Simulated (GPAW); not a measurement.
```
NaLiZnS2
1.0
    3.98206     0.00000     0.00000
   -1.99103     3.44856     0.00000
    0.00000     0.00000     6.82385
Na Li Zn S
1 1 1 2
Cartesian
  0.00000   0.00000   0.17851
  0.00000   2.29904   2.43373
  1.99103   1.14952   4.17367
  0.00000   2.29904   5.00741
  1.99103   1.14952   1.85431
```

Method of the run: LDA (Perdew-Wang 92), GPAW PAW datasets LDA (gpaw-data 1.0.1) (plane waves; GPAW 25.7.0).

The set-up and first iterations of a GPAW log for NaLiZnS2 (P3m1, 5 atoms in the cell):

```
Input parameters:
  convergence: {bands: -6,
                density: 1e-05,
                energy: 1e-05}
  kpts: {gamma: True,
         size: (10, 10, 5)}
  maxiter: 100
  mode: {ecut: 850.0,
         name: pw}
  nbands: -8
  occupations: {name: fixed-uniform}
  symmetry: {symmorphic: False,
             tolerance: 0.0005}

species:
  Na:
    name: Sodium
    Z: 11.0
    valence: 7
    core: 4
    charge: 0.0
    file: Na.LDA.gz

    # Using partial waves for Na as LCAO basis

  Li:
    name: Lithium
    Z: 3.0
    valence: 1
    core: 2
    charge: 0.0
    file: Li.LDA.gz

    # Using partial waves for Li as LCAO basis

  Zn:
    name: Zinc
    Z: 30.0
    valence: 12
    core: 18
    charge: 0.0
    file: Zn.LDA.gz

    # Using partial waves for Zn as LCAO basis

  S:
    name: Sulfur
    Z: 16.0
    valence: 6
    core: 10
    charge: 0.0
    file: S.LDA.gz

    # Using partial waves for S as LCAO basis

   [... lines left out ...]

Densities:
  Coarse grid: 27*27*48 grid
  Fine grid: 54*54*96 grid
  Total Charge: 0.000000

Density mixing:
  Method: separate
  Backend: pulay
  Linear mixing parameter: 0.05
  old densities: 5
  Damping of long wavelength oscillations: 50

Hamiltonian:
  XC and Coulomb potentials evaluated on a 54*54*96 grid
  External potential:
    NoExternalPotential

Number of atoms: 5
Number of atomic orbitals: 28
Number of bands in calculation: 24
Number of valence electrons: 32
Bands to converge: 18

Density initialized from atomic densities
  24 bands from LCAO basis set

Atomic positions and initial magnetic moments

Positions:
   0 Na     0.000000    0.000000    0.178512    ( 0.0000,  0.0000,  0.0000)
   1 Li    -0.000002    2.299044    2.433726    ( 0.0000,  0.0000,  0.0000)
   2 Zn     1.991032    1.149521    4.173671    ( 0.0000,  0.0000,  0.0000)
   3 S     -0.000002    2.299044    5.007409    ( 0.0000,  0.0000,  0.0000)
   4 S      1.991032    1.149521    1.854313    ( 0.0000,  0.0000,  0.0000)

Unit cell:
           periodic     x           y           z      points  spacing
  1. axis:    yes    3.982060    0.000000    0.000000    27     0.1277
  2. axis:    yes   -1.991030    3.448565    0.000000    27     0.1277
  3. axis:    yes    0.000000    0.000000    6.823850    48     0.1422

  Lengths:   3.982060   3.982060   6.823850
  Angles:   90.000000  90.000000 120.000001

Effective grid spacing dv^(1/3) = 0.1389
     iter     time        total  log10-change:
                         energy   eigst   dens
iter:   1 --:--:--   -21.167326   +0.74
iter:   2 --:--:--   -21.110847   -0.07  -1.15
iter:   3 --:--:--   -20.440768   -0.97  -1.18
iter:   4 --:--:--   -20.322286   -1.28  -1.37
iter:   5 --:--:--   -20.289458   -1.94  -1.53
```

**Question.** Will this run converge, and how will it end?

**Answer.** The run converged in 25 iterations. Its thresholds were met; that alone does not show that basis and mesh suffice. It ends on: free energy E − TS (from the program's reference atoms) -20.2648 eV; top of the valence band (on the code's own zero) 2.14 eV; gap on the k-point mesh 1.56 eV; pressure -4.07 GPa; largest force (vector length) 0.242 eV/Å. The log goes on:

```
   [... 2 lines left out ...]
iter:   8 --:--:--   -20.265861   -3.57  -2.33
iter:   9 --:--:--   -20.265455   -3.86  -2.60
iter:  10 --:--:--   -20.264900   -4.76  -2.79
iter:  11 --:--:--   -20.264841   -5.05  -3.17
iter:  12 --:--:--   -20.264840c  -5.97  -3.30
iter:  13 --:--:--   -20.264820c  -5.83  -3.38
iter:  14 --:--:--   -20.264796c  -5.79  -3.43
iter:  15 --:--:--   -20.264791c  -6.44  -3.52
iter:  16 --:--:--   -20.264784c  -6.13  -3.57
iter:  17 --:--:--   -20.264780c  -7.13  -3.83
iter:  18 --:--:--   -20.264777c  -6.12  -3.95
iter:  19 --:--:--   -20.264777c  -7.18  -4.34
iter:  20 --:--:--   -20.264776c  -7.73c -4.42
iter:  21 --:--:--   -20.264776c  -8.18c -4.48
iter:  22 --:--:--   -20.264776c  -7.94c -4.52
iter:  23 --:--:--   -20.264776c  -8.70c -4.87
iter:  24 --:--:--   -20.264776c  -8.26c -4.92
iter:  25 --:--:--   -20.264776c  -9.24c -5.13c
Converged after 25 iterations.

Dipole moment: (0.528648, -0.305215, -1.939141) |e|*Ang

Energy contributions relative to reference atoms: (reference = -75035.386931)

Kinetic:        +18.129334
Potential:      -17.053552
External:        +0.000000
XC:             -21.469330
Entropy (-ST):   +0.000000
Local:           +0.128772
SIC:             +0.000000
--------------------------
Free energy:    -20.264776
Extrapolated:   -20.264776

Showing only first 2 kpts
 Kpt  Band  Eigenvalues  Occupancy
  0    14      2.14334    2.00000
  0    15      2.14335    2.00000
  0    16      3.70161    0.00000
  0    17      6.74636    0.00000

  1    14      2.11802    2.00000
  1    15      2.11803    2.00000
  1    16      4.05176    0.00000
  1    17      6.89299    0.00000

Fermi level: 2.92248

Gap: 1.558 eV
Transition (v -> c):
  (s=0, k=0, n=15, [0.00, 0.00, 0.00]) -> (s=0, k=0, n=16, [0.00, 0.00, 0.00])
No difference between direct/indirect transitions
Energy (eV): -20.264776

Forces in eV/Ang:
  0 Na    0.00000    0.00000    0.04070
  1 Li    0.00000    0.00000    0.01494
  2 Zn    0.00000    0.00000   -0.06096
  3 S    -0.00000    0.00000   -0.23566
  4 S     0.00000    0.00000    0.24151

Stress tensor:
     0.025809     0.000000     0.000000
     0.000000     0.025809     0.000000
     0.000000     0.000000     0.024617
Stress (GPa, Voigt): [4.1351 4.1351 3.9441 0.     0.     0.    ]
```

For comparison: a first run (DFT PBEsol, plane waves, GPAW PAW datasets PBEsol (made by gpaw-setup)) was changed to give this one (xc: PBEsol → LDA; potentials: GPAW PAW datasets LDA (gpaw-data 1.0.1)), and from it to this one the pressure goes from -2.03 to -4.07 GPa, the largest force goes from 0.145 to 0.242 eV/Å and the gap on the mesh goes from 1.689 to 1.558 eV.

The starting cell comes from a database of computed structures (which also holds hypothetical and non-ambient phases and stackings), without a prior relaxation at this level. With a pressure of about -4 GPa the cell is away from its equilibrium volume at this level.

The run was DFT LDA (Perdew-Wang 92), plane waves, GPAW PAW datasets LDA (gpaw-data 1.0.1). Main settings of its input:

| key | value |
|---|---|
| mode | pw |
| ecut | 850 eV |
| xc | LDA |
| kpts | 10 10 5 |
| mesh shift (steps) | 0 0 0 |
| occupations.name | fixed-uniform |
| nbands | -8 |
| convergence.density | 1e-05 e/electron |
| convergence.energy | 1e-05 eV/electron |
| convergence.bands | -6 |
| symmetry.symmorphic | false |
| symmetry.tolerance | 0.0005 |
